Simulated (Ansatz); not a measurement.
The starting structures come from a database of crystals and need not be the phases stable at ambient conditions.

Inside the gap of an insulator the Bloch states are evanescent, with a wavenumber k + iκ along the transport direction.

Given:

```
CELL_PARAMETERS angstrom
      3.63467     0.00000     0.00000
     -1.81733     3.14771     0.00000
      0.00000     0.00000     5.72092
ATOMIC_POSITIONS crystal
  Zr 0.00000 0.00000 0.00000
  S  0.66667 0.33333 0.74470
  S  0.33333 0.66667 0.25530
```

The cell was relaxed by PBE-D3(BJ); by r2SCAN it stands under a pressure of 2.6 GPa.

Transport runs along the normal of the first two printed cell vectors, the (001) plane of the conventional cell.

No gap correction and no spin-orbit coupling; mid-gap is the computed energy nearest the middle.

Task: Give the band gap and the smallest decay constant κ at mid-gap that r2SCAN in Ansatz (a quantum-chemistry and plane-wave program) yields.

Result: Gap 0.96 eV on a 12×12×6 mesh; κ = 0.149 1/Å, at the zone centre.
